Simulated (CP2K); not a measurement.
Band structure of HfTeS (P3m1, 3 atoms in the cell).

```yaml
crystal:
  lattice:
    - [3.81538, 0.00000, 0.00000]
    - [-1.90769, 3.30422, 0.00000]
    - [0.00000, 0.00000, 6.60612]
  atoms:
    - { symbol: Hf, position: [0.33333, 0.66667, 0.02986] }
    - { symbol: Te, position: [0.00000, 0.00000, 0.74743] }
    - { symbol: S, position: [0.66667, 0.33333, 0.22271] }
```

Method: PBEsol, GPW, DZVP-MOLOPT-SR-GTH basis, GTH-PBE potentials (GTH_POTENTIALS) run with CP2K.

Settings: CUTOFF = 500 Ry; REL_CUTOFF = 50 Ry; SMEAR/METHOD = GAUSSIAN; SIGMA = 0.136 eV; KPOINTS/SCHEME = MACDONALD 8 8 4 0.0625 0.0625 0.125; XC_FUNCTIONAL = PBE:PBESOL; Hf/BASIS_SET = DZVP-MOLOPT-SR-GTH-q12; Hf/POTENTIAL = GTH-PBE-q12; Te/BASIS_SET = DZVP-MOLOPT-SR-GTH-q6; Te/POTENTIAL = GTH-PBE-q6; S/BASIS_SET = DZVP-MOLOPT-SR-GTH-q6; S/POTENTIAL = GTH-PBE-q6; METHOD = GPW; EPS_DEFAULT = 1e-11.

The starting cell comes from a database of computed structures (which also holds hypothetical and non-ambient phases and stackings), without a prior relaxation at this level. Spin-orbit coupling is off. Values carry the incompleteness of an atom-centred basis. The potentials were made for another functional than the one used.

Levels in eV from the Fermi level, bands 9 to 14:
```csv
point,9,10,11,12,13,14
Γ,-4.00,-1.28,0.03,0.03,0.66,0.66
M,-3.79,-3.61,-2.61,-1.48,0.12,2.25
K,-4.20,-3.27,-2.92,-2.65,1.35,1.71
A,-3.99,-2.83,-0.06,-0.06,0.64,0.64
L,-3.82,-3.34,-2.00,-1.38,0.06,2.27
H,-4.51,-3.24,-2.72,-2.55,1.37,1.64
```

No band crosses the Fermi level by more than 0.03 eV along this path.

Higher empty bands are left out: an atom-centred basis made for the valence describes them poorly.
